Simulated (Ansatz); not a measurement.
Given:

```
CELL_PARAMETERS angstrom
      2.44245     0.00000     0.00000
     -1.22122     2.11522     0.00000
      0.00000     0.00000     4.16379
ATOMIC_POSITIONS crystal
  C  0.33333 0.66667 0.00073
  C  0.66667 0.33333 0.50073
  C  0.33333 0.66667 0.37427
  C  0.66667 0.33333 0.87427
```

These are r2SCAN, rigid bands (plane waves, PAW, scalar-relativistic; Ansatz, an electronic-structure program) values and carry that method's errors. Condition of this run: biaxial stress in the c plane of 33 GPa (compression positive) (the target of the relaxation). Geometry: cell and atoms relaxed with PBEsol, then loaded as said.

What conductivity effective mass do dilute electrons have at 300 K?

0.44 (x), 0.44 (y), 0.27 (z) mₑ.

What conductivity effective mass do dilute holes have at 300 K?

0.43 (x), 0.43 (y), 0.69 (z) mₑ.

And the band gap?

3.31 eV at this level; semilocal functionals usually fall short of the measured gap.

Rigid bands, one relaxation time for all states, no polarons. Spin-orbit coupling is left out. Geometry: cell and atoms relaxed with PBEsol.
